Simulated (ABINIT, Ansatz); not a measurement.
**Code comparison for HfO2 (P4_2/nmc, 6 atoms in the cell)**

Self-consistent single point.

```xyz
6
Lattice="3.6107 0.0000 0.0000 0.0000 3.6107 0.0000 0.0000 0.0000 5.2484" Properties=species:S:1:pos:R:3 pbc="T T T"
Hf     1.8053     1.8053     2.6242
Hf     0.0000     0.0000     0.0000
O      0.0000     1.8053     3.6592
O      0.0000     1.8053     1.0350
O      1.8053     0.0000     4.2134
O      1.8053     0.0000     1.5892
```

Shared settings, as Ansatz (a quantum-chemistry and plane-wave program) writes them: kpoints.mp_grid.grid = 5 5 3; scf.occupations.method = fermi_dirac; scf.occupations.width = 0.05 eV. Potentials and cutoffs stand in the table.

| code | model | pressure (GPa) | largest force (eV/Å) | gap on the mesh (eV) | cutoff |
|---|---|---|---|---|---|
| ABINIT | PBE+U, PAW (JTH v2.0 PBE PAW) | 6.97 | 0.490 | 5.190 | 24 Ha |
| Ansatz | PBE+U, PAW files | 7.22 | 0.324 | 5.625 | 420 eV |

Hubbard term: [{species: Hf, l: d, u_eff: 6.0}] eV.

Gaps are read on the mesh.

On Ansatz's run: spin-orbit coupling is off. Spin polarisation is off. The U value is a test value, and with U on an open shell several self-consistent states can exist.

The spread over the programs that give each value: pressure within 0.25 GPa; largest force within 0.166 eV/Å; gap on the mesh within 0.435 eV.

Ansatz's pressure is given at a fixed set of plane waves, as the other plane-wave codes print theirs; with its correction for the finite basis it is 7.68 GPa (the shift of 0.46 GPa shows how far the cutoff is from converged). The same U acts on different projectors in each program, which moves gaps, moments and pressures.

The starting cell comes from a database of computed structures (which also holds hypothetical and non-ambient phases and stackings), without a prior relaxation at this level. Its lattice was rescaled by a random factor within 2.5 % of one.

Keys are those of Ansatz 0.2.
